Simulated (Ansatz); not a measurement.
N on the 1x1 (111) surface of fcc Cu, one in a 1x1 cell, energies for each (5.7 Å²). Energies are against ½ N2(g), without zero-point or thermal terms; each row is named by its start.

Level of theory: PBE (plane waves to 420 eV, PAW; Ansatz, a program for electronic structure).

Slab: 5 atoms, 6.2 Å thick at the start under the adsorbate (thin: gaps and levels are the slab's own); k 12x12x1, smearing 0.1 eV, dipole-corrected; 2 atoms held, the rest relaxed; each run with such symmetry as its start has; spin-polarised, no spin-orbit, no U, no dispersion correction.

A negative adsorption energy means that the adsorbate is more stable on the surface than in its reference. Heights count from the host atoms within 0.3 Å of the top one.

```json
[
 {"starting site": "top Cu", "E_ads (eV)": "___", "height (Å)": "1.81", "nearest host atom (Å)": "Cu 1.81", "bonded to": "Cu", "Δ work function (eV)": "3.01", "lateral drift (Å)": "0.0", "moment (μB)": "0.0"},
 {"starting site": "hollow Cu-Cu-Cu over Cu at depth 2.1 Å", "E_ads (eV)": "3.11", "height (Å)": "1.20", "nearest host atom (Å)": "Cu 1.91", "bonded to": "3 Cu", "Δ work function (eV)": "2.78", "lateral drift (Å)": "0.0", "moment (μB)": "0.0"},
 {"starting site": "hollow Cu-Cu-Cu over Cu at depth 4.1 Å", "E_ads (eV)": "___", "height (Å)": "1.20", "nearest host atom (Å)": "Cu 1.90", "bonded to": "3 Cu", "Δ work function (eV)": "2.75", "lateral drift (Å)": "0.0", "moment (μB)": "0.0"},
 {"starting site": "bridge Cu-Cu (span 2.6 Å)", "E_ads (eV)": "3.11", "height (Å)": "1.20", "nearest host atom (Å)": "Cu 1.91", "bonded to": "3 Cu", "Δ work function (eV)": "2.78", "lateral drift (Å)": "0.7", "moment (μB)": "0.0"}
]
```

**Question.** What belongs in the gaps?

**Answer.** 
- top Cu, E_ads (eV): 3.94
- hollow Cu-Cu-Cu over Cu at depth 4.1 Å, E_ads (eV): 3.08
